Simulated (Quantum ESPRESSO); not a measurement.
Quantum ESPRESSO run on Rh (Fm-3m, 1 atom in the cell): self-consistent single point.

Computed with PBE, SSSP 1.1.2 efficiency (PBE) pseudopotentials (plane waves; Quantum ESPRESSO 7.5).

The change in words: lattice scaled by 0.98. Reference geometry:
```
CELL_PARAMETERS angstrom
     -1.88396     0.00000     1.88396
      0.00000     1.88396     1.88396
     -1.88396     1.88396     0.00000
ATOMIC_POSITIONS crystal
  Rh 0.00000 0.00000 0.00000
```

Reference input (self-consistent single point, DFT, PBE, plane waves, SSSP 1.1.2 efficiency (PBE) pseudopotentials): ecutwfc = 60 Ry; occupations = smearing; smearing = gaussian; degauss = 0.0073499 Ry; potentials = {Rh: Rh_ONCV_PBE-1.0.oncvpsp.upf}; K_POINTS = automatic 15 15 15 0 0 0; conv_thr = 1e-10 Ry; mixing_beta = 0.4. This run's input differs from it in these lines:

```diff
@@ -11,3 +11,3 @@
    ibrav = 2
-   A = 3.76791000
+   A = 3.69255200
    nat = 1
```

Output, abridged:

```
     Self-consistent Calculation

     iteration #  1     ecut=    60.00 Ry     beta= 0.40

---- Real-time Memory Report at c_bands before calling an iterative solver
            59 MiB given to the printing process from OS
            23 MiB allocation reported by mallinfo(arena+hblkhd)
------------------

     Threshold (ethr) on eigenvalues was too large:
     Diagonalizing with lowered threshold

---- Real-time Memory Report at c_bands before calling an iterative solver
            60 MiB given to the printing process from OS
            23 MiB allocation reported by mallinfo(arena+hblkhd)
------------------

   [... lines left out ...]

---- Real-time Memory Report at c_bands before calling an iterative solver
            62 MiB given to the printing process from OS
            26 MiB allocation reported by mallinfo(arena+hblkhd)
------------------

     total energy              =    -216.91594160 Ry
     estimated scf accuracy    <          6.1E-10 Ry

     iteration #  7     ecut=    60.00 Ry     beta= 0.40

---- Real-time Memory Report at c_bands before calling an iterative solver
            62 MiB given to the printing process from OS
            26 MiB allocation reported by mallinfo(arena+hblkhd)
------------------
     End of self-consistent calculation

     the Fermi energy is    26.0260 ev

!    total energy              =    -216.91594160 Ry
     estimated scf accuracy    <          6.8E-11 Ry
     smearing contrib. (-TS)   =      -0.00044160 Ry
     internal energy E=F+TS    =    -216.91550000 Ry

     convergence has been achieved in   7 iterations

     Forces acting on atoms (cartesian axes, Ry/au):

     atom    1 type  1   force =     0.00000000    0.00000000    0.00000000

     Total force =     0.000000     Total SCF correction =     0.000000

          total   stress  (Ry/bohr**3)                   (kbar)     P=      368.03
   0.00250182   0.00000000   0.00000000          368.03        0.00        0.00
   0.00000000   0.00250182   0.00000000            0.00      368.03        0.00
   0.00000000   0.00000000   0.00250182            0.00        0.00      368.03

   JOB DONE.
```

The run converged in 7 iterations. Against the reference run the free energy rises by 125 meV/atom and the pressure goes from 13.81 to 36.80 GPa.

The starting cell comes from a database of computed structures (which also holds hypothetical and non-ambient phases and stackings), without a prior relaxation at this level. Its lattice was rescaled by a random factor within 2.5 % of one. For this run, on top of that: lattice scaled by 0.98. Spin polarisation is off. With a pressure of about 37 GPa the cell is away from its equilibrium volume at this level.
